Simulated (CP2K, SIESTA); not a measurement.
A CP2K input for a self-consistent single point of Te₂Ru (Pnnm, 6 atoms in the cell) (DFT PBEsol, GPW, TZVP-MOLOPT-SR-GTH basis, GTH-PBE potentials (GTH_POTENTIALS)):

```
&GLOBAL
  PROJECT bulk
  RUN_TYPE ENERGY_FORCE
  PRINT_LEVEL MEDIUM
&END GLOBAL
&FORCE_EVAL
  METHOD Quickstep
  STRESS_TENSOR ANALYTICAL
  &DFT
    BASIS_SET_FILE_NAME BASIS_MOLOPT_UCL
    POTENTIAL_FILE_NAME GTH_POTENTIALS
    &QS
      METHOD GPW
      EPS_DEFAULT 1E-10
    &END QS
    &MGRID
      CUTOFF 500
      REL_CUTOFF 50
      NGRIDS 5
    &END MGRID
    &SCF
      SCF_GUESS ATOMIC
      EPS_SCF 1E-6
      MAX_SCF 100
      ADDED_MOS 10
      &DIAGONALIZATION
        ALGORITHM STANDARD
      &END DIAGONALIZATION
      &MIXING
        METHOD BROYDEN_MIXING
        ALPHA 0.2
        NBUFFER 8
        BETA 1
      &END MIXING
      &SMEAR ON
        METHOD FERMI_DIRAC
        ELECTRONIC_TEMPERATURE [K] 116.05
      &END SMEAR
    &END SCF
    &KPOINTS
      SCHEME MONKHORST-PACK 3 3 4
      GAMMA_CENTERED T
    &END KPOINTS
    &XC
      &XC_FUNCTIONAL
        &PBE
          PARAMETRIZATION PBESOL
        &END PBE
      &END XC_FUNCTIONAL
    &END XC
    &PRINT
      &MO
        EIGENVALUES T
        OCCUPATION_NUMBERS T
        NDIGITS 8
        FILENAME mo
        &EACH
          QS_SCF 0
        &END EACH
        ADD_LAST NUMERIC
      &END MO
      &MULLIKEN ON
      &END MULLIKEN
    &END PRINT
  &END DFT
  &SUBSYS
    &CELL
      A 5.27597200 0.00000000 0.00000000
      B 0.00000000 6.37117400 0.00000000
      C 0.00000000 0.00000000 3.99973400
      PERIODIC XYZ
    &END CELL
    &COORD
      SCALED
      Te       0.21981000     0.36691000     0.00000000
      Te       0.78019000     0.63309000     0.00000000
      Te       0.71981000     0.13309000     0.50000000
      Te       0.28019000     0.86691000     0.50000000
      Ru       0.00000000     0.00000000     0.00000000
      Ru       0.50000000     0.50000000     0.50000000
    &END COORD
    &KIND Te
      BASIS_SET TZVP-MOLOPT-SR-GTH-q6
      POTENTIAL GTH-PBE-q6
    &END KIND
    &KIND Ru
      BASIS_SET TZVP-MOLOPT-SR-GTH-q16
      POTENTIAL GTH-PBE-q16
    &END KIND
  &END SUBSYS
  &PRINT
    &FORCES ON
    &END FORCES
    &STRESS_TENSOR ON
    &END STRESS_TENSOR
  &END PRINT
&END FORCE_EVAL
```

Question: Give the SIESTA input for the same structure, mesh, smearing and functional.

Answer: This is the input that was run; spellings and numerical settings could be chosen otherwise.

```
# files in the folder: Te.psml Ru.psml (PseudoDojo PBEsol standard)
SystemName  Te2Ru
SystemLabel siesta

NumberOfAtoms                6
NumberOfSpecies              2
%block ChemicalSpeciesLabel
  1 52 Te
  2 44 Ru
%endblock ChemicalSpeciesLabel
LatticeConstant              1.0 Ang
%block LatticeVectors
     5.275972000    0.000000000    0.000000000
     0.000000000    6.371174000    0.000000000
     0.000000000    0.000000000    3.999734000
%endblock LatticeVectors
AtomicCoordinatesFormat      Ang
%block AtomicCoordinatesAndAtomicSpecies
     1.159711405    2.337647452    0.000000000  1
     4.116260595    4.033526548    0.000000000  1
     3.797697405    0.847939548    1.999867000  1
     1.478274595    5.523234452    1.999867000  1
     0.000000000    0.000000000    0.000000000  2
     2.637986000    3.185587000    1.999867000  2
%endblock AtomicCoordinatesAndAtomicSpecies

XC.functional                GGA
XC.authors                   PBEsol
PAO.BasisSize                DZP
PAO.EnergyShift              0.005 Ry
MeshCutoff                   400 Ry
%block kgrid.MonkhorstPack
    3   0   0  0.0
    0   3   0  0.0
    0   0   4  0.0
%endblock kgrid.MonkhorstPack
OccupationFunction           FD
ElectronicTemperature        10.0 meV

MaxSCFIterations             150
SCF.Mixer.Method             Pulay
SCF.Mixer.Weight             0.1
SCF.Mixer.History            8
SCF.DM.Tolerance             1.0E-04
Diag.ParallelOverK           true
WriteForces                  true
```

Basis, cutoffs, solver keys and any potentials are the target program's own. This input uses DFT, GGA PBEsol, numerical atomic orbitals DZP, PseudoDojo PBEsol standard norm-conserving potentials (rewritten from UPF to PSML).

The starting cell comes from a database of computed structures (which also holds hypothetical and non-ambient phases and stackings), without a prior relaxation at this level. Its lattice was rescaled by a random factor within 2.5 % of one.
